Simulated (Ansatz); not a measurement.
MgS under load (space group I4/mmm), r2SCAN with spin-orbit coupling, rigid bands (Ansatz, an electronic-structure program). Condition of this run: biaxial stress xx = yy = 1 GPa (compression positive) (the target of the relaxation). Band gap 3.42 eV, N_c = 1.27e19 cm⁻³ and N_v = 5.19e19 cm⁻³ at 300 K, conductivity masses along x (a = (0.00, 2.59, 2.61) Å; b = (2.59, 0.00, 2.61) Å; c = (2.59, 2.59, 0.00) Å) of 0.390 mₑ (electrons) and 1.22 mₑ (holes). Take k_BT = 0.02585 eV.

Problem. What thermal injection velocity √(2k_BT/πm) limits a ballistic channel along the direction named?

Solution. 8.62e6 cm/s for electrons and 4.87e6 cm/s for holes, a ratio of √(m_h/m_e) = 1.77, for dilute carriers.

Problem. A film of it is 2 nm thick, with its normal along the direction named. Estimate the confinement energies in an infinite well.

Solution. ħ²π²/(2m t²) = 0.376 eV·nm²/(m/mₑ × t²) gives 241 meV for electrons and 77.1 meV for holes, so the gap would widen to about 3.74 eV. Finite barriers and nonparabolic bands lower this, and with several valleys or bands the heaviest mass along the normal sets the lowest level, not this average.

Problem. Find the intrinsic carrier density and the intrinsic Fermi level.

Solution. n_i = √(N_c N_v) exp(−E_g/2k_BT) = 2.57e19 × exp(−66.15) = 4.8e-10 cm⁻³. The level lies (k_BT/2) ln(N_v/N_c) = 18 meV from mid-gap (positive towards the conduction band). Each 0.1 eV added to the gap lowers n_i by a factor of 6.9.

Rigid bands with the computed gap; masses take one relaxation time for all states.
